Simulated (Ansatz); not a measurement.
Checking a run of Ansatz (a program for electronic structure) on CsPbBr₃ (Pnma, 20 atoms in the cell). The aim is a self-consistent single point with DFT, PBE, plane waves, default PAW files.

Cell that was meant: a = 8.2375 Å, b = 11.6231 Å, c = 8.2100 Å, α = 90.00°, β = 90.00°, γ = 90.00°.

Part of the input:

Ansatz 0.2 input:
```yaml
    - { symbol: Br, position_ang: [2.372395, 11.193025, 1.748727] }
    - { symbol: Br, position_ang: [6.491137, 6.241593, 2.356266] }
basis:
  ecutwfc: 105.0
kpoints:
  mp_grid: { grid: [2, 1, 2] }
hamiltonian:
```

Output (repeated stretches shortened):

```
   [... lines left out ...]
Bands: 108, of which v1, the nominal top of the filled ones, is band 88 counted from 1 (87 counted from 0)
Symmetry: 8 space group operations
Space group: Pnma (ITA 62), of the structure as read, at distance tolerance 9.2e-5 Å
k-points: 4
Initial density: superposition of atomic densities (neutral atoms: chi_scale 0, normalization atom), corrected by the library's trained network
Initial wavefunctions: pseudopotential atomic-orbital guess
Eigensolver: davidson
Functional: x = pbe(κ = 0.804, μ = 0.2195149727645171), c = pbe(β = 0.06672455060314922)
SCF iter   1: F=—  HF=-103216.965543 eV  |F-HF|=—  |Δ(HF+E_count)|=         —  Δρ=2.30e-1  dr2=3.34e2  ethr=1.77e-3  ⟨swp⟩=9.5  Hψ=2122  notcnv=0
all-band conjugate gradients solve this SCF's bands
preconditioner: auto → Resta (q_TF=auto, 2.126 Å⁻¹)
SCF iter   2: F=—  HF=-103095.344800 eV  |F-HF|=—  |Δ(HF+E_count)|=    1.22e2  Δρ=1.14e-1  dr2=7.84e1  ethr=1.77e-3  ⟨swp⟩=3.5  Hψ=1234  notcnv=0  defer=51
   [... lines left out ...]
SCF iter   7: F=—  HF=-103052.878396 eV  |F-HF|=—  |Δ(HF+E_count)|=   2.07e-1  Δρ=7.46e-5  dr2=4.55e-5  ethr=5.13e-8  ⟨swp⟩=3.0  Hψ=852  notcnv=0  defer=54
SCF iter   8: F=—  HF=-103052.878392 eV  |F-HF|=—  |Δ(HF+E_count)|=   3.47e-6  Δρ=3.11e-5  dr2=7.75e-6  ethr=2.59e-8  ⟨swp⟩=2.0  Hψ=569  notcnv=0  defer=54
SCF iter   9: F=-103052.878393 eV  HF=-103052.878393 eV  |F-HF|=2.96e-8  |Δ(HF+E_count)|=   7.67e-7  Δρ=2.84e-6  dr2=5.64e-8  ethr=5.68e-11  ⟨swp⟩=14.2  Hψ=2629  notcnv=0
SCF 1 converged in 9 iterations: F = -103052.878393 eV  dr2 = 5.64e-8
Free energy (F): -103052.878393 eV
Internal energy: -103052.878393 eV  (E = F + TS)
E sigma→0 (E₀):  -103052.878393 eV
Fermi energy:    4.344827 eV
--- Forces (eV/Å), atoms counted from 1 ---
  atom   1  Cs     0.09960607    -0.00000000     0.26366074
  atom   2  Cs     0.09960607    -0.00000000    -0.26366074
  atom   3  Cs    -0.09960607    -0.00000000    -0.26366074
  atom   4  Cs    -0.09960607     0.00000000     0.26366074
  atom   5  Pb     0.00000000    -0.00000000     0.00000000
  atom   6  Pb     0.00000000    -0.00000000     0.00000000
  atom   7  Pb     0.00000000    -0.00000000    -0.00000000
  atom   8  Pb    -0.00000000     0.00000000     0.00000000
   [... lines left out ...]
  atom  20  Br    -0.01193448     0.00133644     0.12525801
--- Stress (GPa, compression-positive) ---
        1.472734       0.000000       0.000000
        0.000000       5.453076       0.000000
        0.000000       0.000000       1.591345
  P = ⅓ Tr σ = 2.8391 GPa (28.391 kbar)
  The stress holds the Pulay correction. Without it, at fixed plane waves, as pw.x and ABINIT print it: P = -269.8260 GPa
```

Task: Is this run sound? If not, what is wrong?

Result: The run is not sound. The fault is a basis or grid far too coarse for these potentials. Far below the cutoff that the potentials were made for, the basis cannot represent the orbitals near the nuclei, and energies, forces and above all the stress go wrong. To fix it, restore the cutoff that the potentials need and check convergence. The run converged in 9 iterations without an error; against the sound input the free energy rises by 34.0 eV/atom, the pressure goes from 2.08 to 2.84 GPa, the largest force goes from 0.341 to 0.462 eV/Å and the gap on the mesh goes from 1.843 to 3.774 eV. At a fixed set of plane waves, without the program's Pulay estimate, the pressure is -269.83 GPa against 2.07 GPa.

The sound input it was made from differs as follows (other fixes are possible):
```diff
-  ecutwfc: 105.0
+  ecutwfc: 420.0
```

With that input, the run converged in 7 iterations: free energy E − TS (on the zero of these files) -103732.2495 eV; top of the valence band (on the code's own zero) 3.72 eV; gap on the k-point mesh 1.84 eV; pressure 2.08 GPa; largest force (vector length) 0.341 eV/Å (DFT, PBE, plane waves, default PAW files).

On the sound input: the starting cell was generated: these elements placed on a structure prototype, without a prior relaxation; it need not be a known phase or ordering of this composition. Spin-orbit coupling is off. Ansatz's pressure includes its estimate of the finite-basis (Pulay) stress.
